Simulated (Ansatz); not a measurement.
Base system: Pd in the fcc (Cu type) structure (space group Fm-3m, No. 225; relaxed with 0.1 eV smearing).

```
CELL_PARAMETERS angstrom
      0.00000     1.92070     1.92070
      1.92070     0.00000     1.92070
      1.92070     1.92070     0.00000
ATOMIC_POSITIONS crystal
  Pd 0.00000 0.00000 0.00000
```

All numbers come from Ansatz (a program for electronic structure) LDA, without spin-orbit coupling.

Strains are applied to the cell and any free atomic positions relax.

One change was made to it. Results:

The energy increases by 2.3 meV/atom; the pressure goes from zero to 3.5 GPa; the band gap remains zero.

Task: Which change produced these results?
A. isotropic strain −2.00 %
B. isotropic strain −1.00 %
C. isotropic strain +0.50 %
D. isotropic strain −0.50 %

Result: D, isotropic strain −0.50 %. For comparison, the pressure in the other runs: isotropic strain +0.50 % gives -3.2 GPa; isotropic strain −2.00 % gives 16.1 GPa; isotropic strain −1.00 % gives 7.4 GPa.

Stability against distortions was not tested. The final runs are not spin-polarised.
